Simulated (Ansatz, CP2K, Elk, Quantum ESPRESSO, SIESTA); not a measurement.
One structure in several programs: La2AlGe (Amm2, 4 atoms in the cell)

Self-consistent single point, at a second geometry (lattice scaled by 0.98). First geometry:

```
La2AlGe
1.0
    4.16601     0.00000     0.00000
    0.00000     2.29000     5.75769
    0.00000    -2.29000     5.75769
La Al Ge
2 1 1
Direct
  0.00000   0.64103   0.64103
  0.50000   0.35595   0.35595
  0.00000   0.93397   0.93397
  0.50000   0.06905   0.06905
```

Shared settings, as Ansatz (an electronic-structure program) writes them: kpoints.mp_grid.grid = 6 5 5; scf.occupations.method = fermi_dirac; scf.occupations.width = 0.05 eV. Potentials and cutoffs stand in the table.

```tsv
code	model	ΔF from the first geometry (meV/atom)	pressure (GPa)	largest force (eV/Å)	cutoff
Elk	PBEsol, all-electron FP-LAPW, Elk's shipped species files, default APW+lo basis	15.0	–	–	default
Ansatz	PBEsol, PAW files made with PBE	7.0	2.68	0.241	default
SIESTA	GGA PBEsol, numerical atomic orbitals DZP, PseudoDojo PBEsol standard norm-conserving potentials (rewritten from UPF to PSML)	17.9	4.15	0.405	grid 350 Ry
Quantum ESPRESSO	PBEsol, GBRV 1.5 ultrasoft (PBESOL) pseudopotentials	7.3	2.72	0.231	50 Ry
CP2K	PBEsol, GPW, DZVP-MOLOPT-SR-GTH basis, GTH-PBE potentials (GTH_POTENTIALS)	25.6	4.69	0.298	grid 500 Ry
```

Size of the force on each atom (eV/Å): Sizes of forces hide their directions.

| code | La1 | La2 | Al3 | Ge4 |
|---|---|---|---|---|
| Ansatz | 0.192 | 0.228 | 0.206 | 0.241 |
| SIESTA | 0.360 | 0.309 | 0.405 | 0.352 |
| Quantum ESPRESSO | 0.190 | 0.219 | 0.202 | 0.231 |
| CP2K | 0.293 | 0.264 | 0.298 | 0.269 |

A dash marks a value that a program does not give, or that is left out as unsure.

The spread over the programs that give each value: ΔF from the first geometry within 18.6 meV/atom; pressure within 2.01 GPa; largest force within 0.174 eV/Å.

SIESTA and CP2K use small atom-centred bases, whose incompleteness enters pressures, forces and empty levels differently from a plane-wave cutoff. Elk treats all electrons, but the usual bases taken here (sphere radii, linearisation, local orbitals, empty states) were not tested for convergence, so the values are no reference for the others. Ansatz's pressure is given at a fixed set of plane waves, as the other plane-wave codes print theirs. In the pressure, SIESTA (by 1.45) and CP2K (by 1.99) lie more than 1 GPa from the median of the plane-wave programs. In the force vectors, SIESTA (by 0.201) and CP2K (by 0.102) lie more than 0.08 eV/Å from the median of the plane-wave programs.

The starting cell comes from a database of computed structures (which also holds hypothetical and non-ambient phases and stackings), without a prior relaxation at this level. Its lattice was rescaled by a random factor within 2.5 % of one. For this run, on top of that: lattice scaled by 0.98.

Keys are those of Ansatz 0.2.
